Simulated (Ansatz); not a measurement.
The starting structures come from a database of crystals and need not be the phases stable at ambient conditions.

 Where the default PAW files enter, the runs use the earlier of Ansatz's two default sets.

By LDA and PBEsol, the system below comes out a metal.

Input:

```yaml
crystal:
  lattice:
    - [2.76067, 0.00000, 0.00000]
    - [0.00000, 4.79213, 0.00000]
    - [1.38034, 0.00000, 2.39081]
  atoms:
    - { symbol: Pt, position: [0.66667, 0.25000, 0.66667] }
    - { symbol: Pt, position: [0.33333, 0.75000, 0.33333] }
```

Space group of this cell: P6_3/mmc, hcp (Mg type). The cell is taken as given; by PBEsol its mean pressure is -10.9 GPa.

The current runs along the normal of the first two printed vectors, the (100) plane. All runs by Ansatz (a first-principles code), plane waves and PAW, without spin-orbit coupling; the base is PBEsol.

```tsv
run	mean pressure (GPa)	G/A, both spins (10¹⁵ S/m²)
base	-10.9	1.80
all lengths scaled by 0.98	5.1	1.87
all lengths scaled by 1.02	-21.9	1.73
lda in place of pbesol	-15.9	1.80
lengths across the current scaled by 0.98, ions clamped	-0.9	___
lengths across the current scaled by 1.02, ions clamped	-18.4	___
lengths along the current scaled by 0.97, ions clamped	-2.8	1.87
lengths along the current scaled by 1.03, ions clamped	-17.0	1.74
```

Q: Complete the blanks.

A: 
- lengths across the current scaled by 0.98, ions clamped, G/A, both spins (10¹⁵ S/m²): 1.83
- lengths across the current scaled by 1.02, ions clamped, G/A, both spins (10¹⁵ S/m²): 1.77
